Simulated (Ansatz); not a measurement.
Consider Mg₂Si (space group Fm-3m, No. 225; a = 6.326 Å). Axes: x, y, z lie along the cube axes.

Method: Ansatz (a quantum-chemistry and plane-wave program) PBEsol, no SOC.

For the base:

| Item | Value |
|---|---|
| Smallest direct gap | 1.87 eV |

Perturbation: a free-standing slab of 5 layers (15 atoms, 3 a layer) is cut normal to [111], with 15 Å of vacuum and the in-plane cell held at bulk.

What happens to the gap character?

The gap character comes out as indirect, Γ → M.

How does this affect the excess energy per area of both faces?

The excess energy per area of both faces (slab less bulk energy over the cell's area: twice a surface energy) amounts to 1.3 J/m² (uncertain by up to 0.1 J/m²).

What does the calculation give for the smallest direct gap after the change?

The smallest direct gap shrinks by 0.79 eV to 1.08 eV.

Slab and bulk use different k-meshes, which limits the precision of the excess energy. Stability against distortions was not tested. k-point labels follow each cell's own Brillouin zone.
